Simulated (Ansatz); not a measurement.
Base system: SrTiO3 in the cubic perovskite structure (space group Pm-3m, No. 221; a = 3.9365 Å).

Method: PBE in Ansatz (plane waves to 420 eV, PAW, without spin-orbit coupling), earlier PAW set.

For the base:

```
Quantity                               Result
----------------------------  ---------------
Gap between the host's bands          1.85 eV
Gap character                 indirect, R → Γ
```

The change: hole doping at 2.0×10^21 cm⁻³ (0.122 per cell), with a uniform compensating background at fixed cell and a 300 K Fermi–Dirac width.

Predict the new gap between the host's bands.

The gap between the host's bands rises by 0.056 eV to 1.90 eV.

Predict the new gap character.

The gap character remains indirect, R → Γ.

Carriers are added with a uniform compensating background; total energy and stress of such cells depend on the potential's zero and are not compared; many-body gap narrowing is missing at this level. Whether these cells are dynamically stable was not tested. All final runs are without spin polarisation. Many cubic perovskites are stable only at high temperature; tilts and polar distortions were not tested.

Ansatz is a quantum-chemistry and plane-wave program.
